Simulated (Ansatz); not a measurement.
Base system: SiC (space group P6_422, No. 181; a hypothetical phase, not in the database extracts checked).

```xyz
6
Lattice="3.0657 0.0000 0.0000 -1.5329 2.6550 0.0000 0.0000 0.0000 7.0310" Properties=species:S:1:pos:R:3 pbc="T T T"
Si    -0.7664     1.3275     2.3437
Si     0.7664     1.3275     4.6873
Si     1.5329     0.0000     0.0000
C     -0.7664     1.3275     5.8592
C      0.7664     1.3275     1.1718
C      1.5329     0.0000     3.5155
```

Calculations: Kohn–Sham DFT with the PBEsol functional, run in Ansatz (an electronic-structure program) with PAW and 420 eV plane waves, spin-orbit coupling left out.

Carriers are added at fixed cell with a uniform background; the Fermi–Dirac width is that of 300 K.

One change was made to it. Results:

The Fermi level relative to the doped band's edge (positive inside the band; to 0.05 eV) is +1.25 eV; the gap character is still indirect, Γ → M; the gap between the host's bands drops by 0.02 eV, from 0.77 eV to 0.75 eV.

Task: Name the change that was made.
A. electrons 2.0×10^22 cm⁻³
B. electrons 2.0×10^21 cm⁻³
C. electrons 1.0×10^22 cm⁻³
D. holes 2.0×10^21 cm⁻³
E. holes 7.0×10^21 cm⁻³

Result: C, electrons 1.0×10^22 cm⁻³. For comparison, the Fermi level from band edge in the other runs: holes 7.0×10^21 cm⁻³ gives +0.70 eV; electrons 2.0×10^21 cm⁻³ gives +0.70 eV; holes 2.0×10^21 cm⁻³ gives +0.45 eV; electrons 2.0×10^22 cm⁻³ gives +1.75 eV.

Carriers are added with a uniform compensating background; total energy and stress of such cells depend on the potential's zero and are not compared; many-body gap narrowing is missing at this level. Whether these cells are dynamically stable was not tested. The base started in P3_121 and relaxed to P6_422 at this level.
